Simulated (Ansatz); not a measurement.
Base system: CsPbCl3 in the cubic perovskite structure (space group Pm-3m, No. 221; a = 5.736 Å).

Calculations: Ansatz (a first-principles code) PBE, spin-orbit coupling left out.

For the base:

```
Property                             Result
---------------  --------------------------
Electron mass    0.12, 0.93, 0.93 mₑ (at R)
Band gap                            2.21 eV
Volume per atom                    37.74 Å³
```

The change: a hydrostatic pressure of 7.5 GPa.

Task: What does the calculation give for the electron mass, band gap and volume per atom after the change?

Result: The electron mass (degenerate bands, along [100]) changes from 0.12, 0.93, 0.93 mₑ (at R) to 0.076, 0.69, 0.69 mₑ (at R); the band gap drops by 1.05 eV to 1.16 eV; the volume per atom decreases by 7.17 Å³ to 30.57 Å³.

Spin-orbit coupling, missing from the scalar runs, can matter with Pb. Load acts through the strain it causes; cell and atoms are relaxed under it. Masses are band curvatures over ±0.01 Å⁻¹ around the edge. No phonon test of stability was made. Competing high-pressure phases were not computed. Many cubic perovskites are stable only at high temperature; tilts and polar distortions were not tested. This is not the structure that CsPbCl3 has at room temperature and ambient pressure.
